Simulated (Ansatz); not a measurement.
## Al: pressure series

The reference is Al in the fcc (Cu type) structure (space group Fm-3m, No. 225; a = 3.9920 Å).

Cell and atoms are relaxed at each pressure.

Computed with r2SCAN/PAW in Ansatz (a first-principles code), no SOC.

Notes on the quantities. enthalpy: H = E + PV relative to the base's energy.

```
variant              density       enthalpy  shortest interatomic distance
----------------  ----------  -------------  -----------------------------
base              2.82 g/cm³              –                        2.823 Å
pressure −2 GPa   2.75 g/cm³  -0.20 eV/atom                        2.844 Å
pressure −1 GPa   2.79 g/cm³  -0.10 eV/atom                        2.833 Å
pressure 1.8 GPa  2.87 g/cm³  +0.18 eV/atom                        2.806 Å
pressure 4.2 GPa  2.94 g/cm³  +0.41 eV/atom                        2.784 Å
pressure 9 GPa    3.05 g/cm³  +0.86 eV/atom                        2.748 Å
pressure 18 GPa   3.25 g/cm³  +1.65 eV/atom                        2.692 Å
pressure 30 GPa   3.46 g/cm³  +2.65 eV/atom                        2.635 Å
pressure 45 GPa   3.70 g/cm³  +3.83 eV/atom                        2.579 Å
pressure 60 GPa   3.90 g/cm³  +4.93 eV/atom                        2.533 Å
```

Load acts through the strain it causes; cell and atoms are relaxed under it. Whether these cells are dynamically stable was not tested. No other phases were tried under pressure.
